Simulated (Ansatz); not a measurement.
Start from Ru in the hcp (Mg type) structure (space group P6_3/mmc, No. 194; a = 2.6756 Å, c = 4.2237 Å; relaxed with 0.1 eV smearing). Axes: x lies along a and z along c of the hexagonal cell.

Level of theory: Ansatz (a quantum-chemistry and plane-wave program), LDA, PAW, cutoff 420 eV, scalar-relativistic without spin-orbit coupling.

It is then changed as follows: biaxial strain −1.50 %, plane normal [001], relaxed out of plane (Cartesian); in-plane vectors clamped, the third vector and the atoms free.

**Question.** Predict the new out-of-plane strain and in-plane stress.

**Answer.** The out-of-plane strain comes out as +0.82 %; the mean in-plane stress (compression positive) is +12.5 GPa.

Stability against distortions was not tested. The final runs are not spin-polarised.
